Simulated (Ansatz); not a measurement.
# Worked example: self-consistent single point of Mg6ZrCo (Amm2, 8 atoms in the cell) in Ansatz

Level of theory: PBEsol, default PAW files made with PBE (plane waves; Ansatz, a first-principles code).

The input file:

Ansatz 0.2 input:
```yaml
crystal:
  lattice:
    - [4.93300400, 0.00000000, 0.00000000]
    - [0.00000000, 2.91192500, 5.72754500]
    - [0.00000000, -2.91192500, 5.72754500]
  atoms:
    - { symbol: Mg, position: [0.50000000, 0.67769000, 0.18155000] }
    - { symbol: Mg, position: [0.50000000, 0.18155000, 0.67769000] }
    - { symbol: Mg, position: [0.00000000, 0.82771000, 0.33471000] }
    - { symbol: Mg, position: [0.00000000, 0.33471000, 0.82771000] }
    - { symbol: Mg, position: [0.00000000, 0.33195000, 0.33195000] }
    - { symbol: Mg, position: [0.00000000, 0.80242000, 0.80242000] }
    - { symbol: Zr, position: [0.50000000, 0.18184000, 0.18184000] }
    - { symbol: Co, position: [0.50000000, 0.66213000, 0.66213000] }
kpoints:
  mp_grid:
    grid: [6, 6, 6]
hamiltonian:
  xc: pbesol
  pseudopotentials:
    kind: paw
scf:
  occupations:
    method: gaussian
    width: 0.05 eV
output:
  forces: true
  eigenvalues: true
  stress: true
```

Output (repeated stretches shortened):

```
WARN basis.ecutwfc = 420 eV, the default
WARN ansatz: RAYON_NUM_THREADS=1 ignored (pool sized by the plan → 1); use --threads N
Pseudopotentials: kind: paw
Pseudopotential: Mg, paw, valence charge 10
Pseudopotential: Zr, paw, valence charge 12
Pseudopotential: Co, paw, valence charge 17
Crystal: 8 atoms, lattice volume = 164.547 Å³
Basis set: ecut = 420 eV, 3219 PW (Γ), exchange–correlation on 72×90×90 points (8 copies of the dense FFT grid, shifted against one another)
Bands: 54, of which v1, the nominal top of the filled ones, is band 45 counted from 1 (44 counted from 0)
Symmetry: 4 space group operations
Space group: Amm2 (ITA 38), of the structure as read, at distance tolerance 5.5e-5 Å
k-points: 52 of 216 (time reversal used)
PAW frozen core: Mg, regenerated for the run's functional, and the local potential with it
PAW frozen core: Zr, regenerated for the run's functional, and the local potential with it
PAW frozen core: Co, regenerated for the run's functional, and the local potential with it
Initial density: superposition of atomic densities (neutral atoms: chi_scale 0, normalization atom), corrected by the library's trained network
Initial wavefunctions: pseudopotential atomic-orbital guess
Eigensolver: davidson
Functional: x = pbesol(κ = 0.804, μ = 0.12345679012345678), c = pbesol(β = 0.046)
SCF iter   1: F=—  HF=-20692.467839 eV  |F-HF|=—  |Δ(HF+E_count)|=         —  Δρ=1.05e-2  dr2=1.15e-1  ethr=1.77e-3  ⟨swp⟩=6.8  Hψ=10425  notcnv=0  defer=8
all-band conjugate gradients solve this SCF's bands
preconditioner: auto → Kerker (q_TF=auto, 2.463 Å⁻¹)
SCF iter   2: F=—  HF=-20692.452971 eV  |F-HF|=—  |Δ(HF+E_count)|=   1.49e-2  Δρ=3.66e-3  dr2=1.68e-2  ethr=1.29e-4  ⟨swp⟩=2.0  Hψ=4342  notcnv=0  defer=80
SCF iter   3: F=—  HF=-20692.450371 eV  |F-HF|=—  |Δ(HF+E_count)|=   2.60e-3  Δρ=6.55e-4  dr2=1.16e-3  ethr=1.89e-5  ⟨swp⟩=2.0  Hψ=3015  notcnv=0  defer=80
SCF iter   4: F=—  HF=-20692.450117 eV  |F-HF|=—  |Δ(HF+E_count)|=   2.54e-4  Δρ=2.15e-4  dr2=1.46e-4  ethr=1.30e-6  ⟨swp⟩=2.0  Hψ=3283  notcnv=0  defer=80
SCF iter   5: F=—  HF=-20692.450083 eV  |F-HF|=—  |Δ(HF+E_count)|=   3.43e-5  Δρ=1.25e-4  dr2=3.44e-5  ethr=1.64e-7  ⟨swp⟩=2.0  Hψ=3640  notcnv=0  defer=80
SCF iter   6: F=—  HF=-20692.450040 eV  |F-HF|=—  |Δ(HF+E_count)|=   4.27e-5  Δρ=1.96e-5  dr2=7.51e-7  ethr=3.87e-8  ⟨swp⟩=2.0  Hψ=3110  notcnv=0  defer=80
SCF iter   7: F=—  HF=-20692.450040 eV  |F-HF|=—  |Δ(HF+E_count)|=   3.19e-8  Δρ=1.36e-5  dr2=3.75e-7  ethr=1.12e-10  ⟨swp⟩=9.2  Hψ=12803  notcnv=0
SCF iter   8: F=-20692.450040 eV  HF=-20692.450040 eV  |F-HF|=1.62e-8  |Δ(HF+E_count)|=   4.00e-8  Δρ=4.38e-6  dr2=1.82e-8  ethr=1.12e-10  ⟨swp⟩=3.0  Hψ=9025  notcnv=0
SCF 1 converged in 8 iterations: F = -20692.450040 eV  dr2 = 1.82e-8
SCF converged after 8 iterations
Free energy (F): -20692.450040 eV
Harris-Foulkes:  -20692.450040 eV  (|F-HF|=1.62e-8)
Internal energy: -20692.444041 eV  (E = F + TS)
E sigma→0 (E₀):  -20692.447040 eV
Entropy (-TS):   -0.005999 eV (-0.750 meV/atom)
Fermi energy:    7.635066 eV
--- Per-component energies (eV) ---
  E_band       = -2574.817890
  E_kinetic    = 1233.595541
  E_local      = -14220.908841  (includes V_loc(G=0)·N_el)
  E_nonlocal   = 1121.033697
  E_hartree    = 5317.370101
  E_xc         = -484.864363
  E_vxc        = -610.834729  (∫ρ·V_xc dr)
  E_paw        = -6071.924132  (= ΣΔE_a)
  E_vpaw       = -732.437527  (= ΣTr[D̂ρ^β])
  E_aug_tail   = 0.000070  (compensation charges beyond the density's cutoff)
  E_ewald      = -7587.453427
  E_core_change = 0.707313  (= ΣΔE_core)
  E_smearing   = -0.005999  (= −TS)
  E_closure    = -0.000000  (closes the sum)
  Σ components = -20692.450040   (vs F -20692.450040, Δ=0.00e0)
--- Forces (eV/Å), atoms counted from 1 ---
  atom   1  Mg     0.00000000    -0.03452486     0.02764673
  atom   2  Mg     0.00000000     0.03452486     0.02764673
  atom   3  Mg     0.00000000     0.00375133     0.09156709
  atom   4  Mg     0.00000000    -0.00375133     0.09156709
  atom   5  Mg     0.00000000     0.00000000    -0.03403627
  atom   6  Mg     0.00000000     0.00000000    -0.09897411
  atom   7  Zr     0.00000000     0.00000000    -0.03397593
  atom   8  Co     0.00000000     0.00000000    -0.07145954
  max |Σ_I F_I| component: 1.82e-5 eV/Å
--- Stress (GPa, compression-positive) ---
       -2.747419       0.000000       0.000000
        0.000000      -3.037809       0.000000
        0.000000       0.000000      -2.605828
  P = ⅓ Tr σ = -2.7970 GPa (-27.970 kbar)
  The stress holds the Pulay correction. Without it, at fixed plane waves, as pw.x and ABINIT print it: P = -2.8102 GPa
--- Band table (eV; the first three rows and the last of 52) ---
  k-point 0: bands = ["-86.0963", "-67.7983", "-67.4782", "-67.4746", "-67.4237", "-67.3950", "-67.3914", "-49.6657", "-49.5010", "-49.4387", "-41.2587", "-34.7619", "-34.7503", "-34.7095", "-34.4588", "-34.4424", "-34.4365", "-34.4140", "-34.3875", [...]
  k-point 1: bands = ["-86.0963", "-67.7983", "-67.4780", "-67.4748", "-67.4237", "-67.3948", "-67.3916", "-49.6657", "-49.5010", "-49.4387", "-41.2587", "-34.7616", "-34.7502", "-34.7095", "-34.4557", "-34.4421", "-34.4368", "-34.4168", "-34.3881", [...]
  k-point 2: bands = ["-86.0963", "-67.7983", "-67.4773", "-67.4755", "-67.4237", "-67.3942", "-67.3922", "-49.6657", "-49.5010", "-49.4387", "-41.2586", "-34.7610", "-34.7502", "-34.7094", "-34.4475", "-34.4412", "-34.4377", "-34.4248", "-34.3888", [...]
  k-point 51: bands = ["-86.0963", "-67.7983", "-67.4782", "-67.4746", "-67.4237", "-67.3951", "-67.3914", "-49.6657", "-49.5010", "-49.4387", "-41.2587", "-34.7619", "-34.7500", "-34.7095", "-34.4589", "-34.4417", "-34.4376", "-34.4139", [...]
```

The run converged in 8 iterations.

The starting cell comes from a database of computed structures (which also holds hypothetical and non-ambient phases and stackings), without a prior relaxation at this level. Its lattice was rescaled by a random factor within 2.5 % of one. Spin polarisation is off. Ansatz's pressure includes its estimate of the finite-basis (Pulay) stress.

Cost on one core of a shared machine: roughly 30 s.
